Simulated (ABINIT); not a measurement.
Band structure of Tl (P6_3/mmc, 2 atoms in the cell).

```
CELL_PARAMETERS angstrom
      3.56099     0.00000     0.00000
     -1.78050     3.08391     0.00000
      0.00000     0.00000     5.74933
ATOMIC_POSITIONS crystal
  Tl 0.33333 0.66667 0.25000
  Tl 0.66667 0.33333 0.75000
```

Computed with PBE, norm-conserving pseudopotentials (PseudoDojo nc-sr-05 PBE standard) (plane waves; ABINIT 10.0.3).

Settings: pseudos = [Tl.upf]; ecut = 816 eV; occopt = 7; tsmear = 0.00999582 Ha; ngkpt = 7 7 4; nshiftk = 1; shiftk = 0 0 0; potentials = PseudoDojo nc-sr-05 PBE standard; kptopt = 1; nstep = 60; tolvrs1 = 1e-12; ndtset = 2; getden2 = 1.

The starting cell comes from a database of computed structures (which also holds hypothetical and non-ambient phases and stackings), without a prior relaxation at this level. Its lattice was rescaled by a random factor within 2.5 % of one. Spin-orbit coupling is off.

Levels in eV from the Fermi level, bands 10 to 17:
| point | 10 | 11 | 12 | 13 | 14 | 15 | 16 | 17 |
|---|---|---|---|---|---|---|---|---|
| Γ | -11.11 | -9.39 | -5.23 | -2.48 | 7.45 | 7.45 | 9.29 | 9.29 |
| M | -11.05 | -5.65 | -4.56 | -0.82 | 0.48 | 1.34 | 3.57 | 3.78 |
| K | -11.11 | -4.59 | -4.59 | -1.04 | 1.55 | 1.55 | 2.64 | 2.96 |
| A | -11.19 | -8.12 | -8.12 | 2.91 | 2.91 | 8.33 | 8.33 | 8.33 |
| L | -11.06 | -4.76 | -4.76 | -1.94 | -1.94 | 5.25 | 5.25 | 5.58 |
| H | -11.10 | -4.22 | -4.22 | -0.70 | -0.70 | 0.31 | 0.31 | 6.98 |

Bands cross the Fermi level along this path, so the cell is metallic at this level.
